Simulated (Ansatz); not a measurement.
The starting structures come from a database of crystals and need not be the phases stable at ambient conditions.

Input:

```xyz
8
Lattice="6.4749 0.0000 0.0000 2.1879 6.0941 0.0000 2.1435 -3.0470 3.7255" Properties=species:S:1:pos:R:3 pbc="T T T"
Zn     0.0000     0.0000     0.0000
Cu     7.5689     3.0470     1.8627
Cu     3.2375     0.0000     1.8627
Ge     4.3314     3.0470     0.0000
S      3.2282     2.2710     1.8089
S      6.4754     2.3437     0.0000
S      5.3717    -0.7761     1.9166
S      4.3939     5.3026     0.0000
```

Space group of this cell: I-42m. The cell is taken as given; by PBEsol its mean pressure is -0.8 GPa.

Transport runs along the normal of the first two printed cell vectors, the (110) plane of the conventional cell.

No gap correction and no spin-orbit coupling; mid-gap values are interpolated between computed energies.

### Question
Compute, with PBEsol (Ansatz, a program for electronic structure), the band gap and the smallest decay constant κ at mid-gap.

### Answer
Gap 0.42 eV on a 8×8×8 mesh; κ = 0.052 1/Å, at the zone centre.
